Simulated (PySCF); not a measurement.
PySCF 2.14.0, unrestricted BP86/def2-svpd, df: Mn(OMe)(SH) (C[O][Mn][SH]), charge 0, multiplicity 6, 8 atoms. The geometry is a generated start, not checked to be a minimum at this level.

```yaml
task: energy
method: bp86
basis: def2-svpd
two_electron_scheme: density fitting
mol.max_memory: 3000 MB
mf.max_cycle: 100
mf.conv_tol: 1e-09 (default)
mf.grids.level: 3 (default)
basis_functions: 136
grid_points: 107216
```

```xyz
8

Mn     0.3170     1.3368     0.8161
O      0.3644     0.0006    -0.3314
C      0.4755    -1.0070    -1.2608
H      0.0302    -0.6945    -2.2160
H      1.5316    -1.2500    -1.4282
H     -0.0419    -1.9099    -0.9103
S     -0.8193     2.1299     2.4888
H     -1.8575     1.3941     2.8418
```

Charge 0 and multiplicity 6 are set for this test and not shown to be the ground state.

With the defaults (mf.DIIS = CDIIS, mf.diis_space = 8, mf.damp = 0, mf.diis_start_cycle = 1, mf.diis = true, mf.init_guess = minao, mf.diis_damp = 0) it converges in 91 Fock builds. One run each on 2 threads, 1 BLAS thread, with these changes:
- mf.diis_space = 20
- mf.diis_damp = 0.3
- mf.init_guess = mod_huckel
- mf.damp = 0.7, mf.diis_start_cycle = 8
- mf.damp = 0.7, mf.diis_start_cycle = 999, mf.diis = false
- mf.init_guess = atom
- mf.diis_space = 3
- mf.DIIS = EDIIS
- mf.init_guess = huckel
- mf.diis = false

Name the settings that don't reach the solution of the defaults.

No convergence: mf.DIIS = EDIIS; mf.diis_space = 3; mf.diis_space = 20; mf.damp = 0.7, mf.diis_start_cycle = 8; mf.diis = false; mf.damp = 0.7, mf.diis_start_cycle = 999, mf.diis = false (the run ends without SCF convergence in 100 cycles). The rest reach the solution of the defaults.

| setting | Fock builds | end |
|---|---|---|
| mf.diis_damp = 0.3 | 35 | same solution |
| mf.init_guess = atom | 36 | same solution |
| mf.init_guess = huckel | 41 | same solution |
| mf.init_guess = mod_huckel | 47 | same solution |
| the defaults | 91 | same solution |
| mf.DIIS = EDIIS | 101 | no convergence |
| mf.diis_space = 3 | 101 | no convergence |
| mf.diis_space = 20 | 101 | no convergence |
| mf.damp = 0.7, mf.diis_start_cycle = 8 | 101 | no convergence |
| mf.diis = false | 101 | no convergence |
| mf.damp = 0.7, mf.diis_start_cycle = 999, mf.diis = false | 101 | no convergence |
